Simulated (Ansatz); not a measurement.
Band structure of CdSe (F-43m, 2 atoms in the cell).

```xyz
2
Lattice="0.0000 3.0250 3.0250 3.0250 0.0000 3.0250 3.0250 3.0250 0.0000" Properties=species:S:1:pos:R:3 pbc="T T T"
Cd     0.0000     0.0000     0.0000
Se     1.5125     1.5125     1.5125
```

Method: PBE, PAW files (plane waves; Ansatz, an electronic-structure program).

Settings: kpoints.mp_grid.grid = 9 9 9; hamiltonian.xc = pbe; hamiltonian.pseudopotentials = {kind: paw} (an earlier, softer set of the program's PAW files); scf.occupations.method = fermi_dirac; scf.occupations.width = 0.05 eV; kpoints.band_path.npoints = 8.

The starting cell has typed, rounded lattice constants, without a prior relaxation at this level.

Question: Predict the gap along the standard path and the places of the band edges.

Answer: The gap along the path is 0.64 eV, direct at Γ to within 0.01 eV.

Levels in eV from the top of the valence band on the path, bands 15 to 21:
| point | 15 | 16 | 17 | 18 | 19 | 20 | 21 |
|---|---|---|---|---|---|---|---|
| Γ | -7.59 | 0.00 | 0.00 | 0.00 | 0.64 | 5.95 | 5.95 |
| X | -7.22 | -4.15 | -1.90 | -1.90 | 3.12 | 3.78 | 9.16 |
| W | -7.08 | -4.06 | -2.29 | -2.28 | 5.10 | 5.22 | 6.51 |
| K | -7.12 | -4.09 | -2.59 | -1.56 | 3.72 | 5.19 | 8.30 |
| L | -7.28 | -4.48 | -0.77 | -0.77 | 2.42 | 6.46 | 6.46 |
| U | -7.12 | -4.09 | -2.59 | -1.56 | 3.72 | 5.19 | 8.30 |

Keys are those of Ansatz 0.2.
